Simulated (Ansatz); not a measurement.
The parent structure is SnSe$_{2}$ in the CdI2 type structure (space group P-3m1, No. 164; layered, stacked along the Cartesian z axis).

```
SnSe2
1.0
    3.82584     0.00000     0.00000
   -1.91292     3.31327     0.00000
    0.00000     0.00000     6.23092
Sn Se
1 2
Cartesian
  0.00000   0.00000   0.00000
  0.00000   2.20885   1.57605
  1.91292   1.10442   4.65488
```

Cartesian axes are those of the cell as printed.

The values are results of DFT with r2SCAN+rVV10, PAW potentials and a 500 eV plane-wave cutoff in Ansatz (a program for electronic structure), without spin-orbit coupling, not measurements.

Strains are applied to the cell and any free atomic positions relax; under biaxial strain the out-of-plane vector relaxes too.

One change was made to it. Results:

```json
[
 {"quantity": "volume per atom", "base": "26.33 Å³", "after": "26.60 Å³"},
 {"quantity": "pressure (mean of the normal stresses, compression positive)", "base": "0.00 GPa", "after": "-0.81 GPa"}
]
```

Q: What was done to the base?
(A) tensor shear ε_xz = +0.87 %
(B) biaxial strain +3.65 %, plane normal [001], relaxed out of plane
(C) isotropic strain −1.14 %
(D) biaxial strain +0.97 %, plane normal [001], relaxed out of plane

A: D, biaxial strain +0.97 %, plane normal [001], relaxed out of plane. For comparison, the pressure in the other runs: biaxial strain +3.65 %, plane normal [001], relaxed out of plane gives -2.65 GPa; tensor shear ε_xz = +0.87 % gives 0.01 GPa; isotropic strain −1.14 % gives 1.50 GPa.

Stability against distortions was not tested.
